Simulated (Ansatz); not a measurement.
Consider Ga₂O₃ in the corundum structure (space group R-3c, No. 167).

```xyz
10
Lattice="2.4923 1.4389 4.4803 -2.4923 1.4389 4.4803 0.0000 -2.8778 4.4803" Properties=species:S:1:pos:R:3 pbc="T T T"
Ga     0.0000     0.0000     4.7771
Ga     0.0000     0.0000     1.9434
Ga     0.0000     0.0000     8.6639
Ga     0.0000     0.0000    11.4976
O     -0.9789     1.4389     7.8406
O     -0.7567    -1.5672     7.8406
O      1.7356     0.1283     7.8406
O      0.9789    -1.4389     5.6004
O      0.7567     1.5672     5.6004
O     -1.7356    -0.1283     5.6004
```

Calculations: r2SCAN (Ansatz, a first-principles code; PAW; 500 eV plane waves; no spin-orbit coupling), earlier PAW set.

Base values:

The electron mass is 0.25 mₑ (at Γ), the band gap comes out as 3.57 eV and the gap character is indirect, Γ–S₀ (50 % along) → Γ. The smallest direct gap is 3.82 eV.

One thing is altered: the cell is scaled by 0.9879 in all directions, atoms relaxed at fixed cell.

How does this affect the electron mass?

The electron mass goes from 0.25 mₑ (at Γ) to 0.26 mₑ (at Γ).

Estimate the effect on the energy relative to the base.

The energy increases by 9.7 meV/atom.

What happens to the band gap?

The band gap increases by 0.418 eV, from 3.57 eV to 3.98 eV.

What does the calculation give for the gap character after the change?

The gap character remains indirect, Γ–S₀ (50 % along) → Γ.

Predict the new smallest direct gap.

The smallest direct gap increases by 0.44 eV (3.82 eV → 4.26 eV).

The cells carry an imposed strain or load. Effective masses come from finite differences of ±0.01 Å⁻¹. Stability against distortions was not tested.
